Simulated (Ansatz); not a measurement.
# Response to strain in ZnSe

Start from ZnSe in the zinc blende structure (space group F-43m, No. 216; a = 5.733 Å).

Strains are applied to the cell and any free atomic positions relax.

Computed with PBE/PAW in Ansatz (a first-principles code), without spin-orbit coupling.

```json
[
 {"isotropic strain (%)": "-1.54", "pressure (GPa)": "2.9"},
 {"isotropic strain (%)": "-0.49", "pressure (GPa)": "?"},
 {"isotropic strain (%)": "0", "pressure (GPa)": "0.0"},
 {"isotropic strain (%)": "0.87", "pressure (GPa)": "-1.4"},
 {"isotropic strain (%)": "3.34", "pressure (GPa)": "-4.5"}
]
```

Q: Fit P = P₀ − Bδ + Cδ² with δ = (1 + ε)³ − 1 to the rows shown and predict the withheld row.

A: Least squares on the printed values gives P₀ = 0.0 GPa, B = 57.4 GPa, C = 134 GPa (largest residual 0.0 GPa); this predicts 0.9 GPa, and the run gives 0.9 GPa, in agreement.

Whether these cells are dynamically stable was not tested.
